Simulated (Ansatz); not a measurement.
We consider AuIn₂ (Fm-3m, No. 225, 3 atoms in the cell; start mp-22154), described by PBEsol (Ansatz, a program for electronic structure, PAW).

Numerical settings: plane-wave cutoff 520 eV, 14×14×14 k mesh, Fermi–Dirac smearing 0.05 eV, scalar-relativistic PAW data made under PBE.

Cell (relaxed at this level):

AuIn$_{2}$ is taken in the cubic space group Fm-3m (No. 225), Pearson symbol cF12. Cell: a = b = c = 6.5402 Å, α = β = γ = 90.00°. In on 8c is coordinated by 4 Au at 2.832 Å and 6 In at 3.270 Å. Au on 4a has 8 In at 2.832 Å (cubic). (Neighbours: up to the widest gap in distance over summed covalent radii, below 1.35, at either atom.)
(The calculation used a cell of 3 atoms; values per cell refer to that cell.)

Q: Estimate the bulk modulus that the calculation returns.

A: 
bulk modulus: 67.8 GPa

The run finds no gap.

Note: the bulk modulus is −V dP/dV from two relaxed cells at ±2 % in volume; the relaxation could not lower the start's symmetry, so the cell can be a saddle point above a distorted one.

Spin–orbit coupling is not included; it can shift volumes and moduli of such heavy elements.

Static lattice: no zero-point or thermal effects.

The result took around 80 core-seconds (rough).

A start named mp-… is a Materials Project structure, which need not be a measured phase.
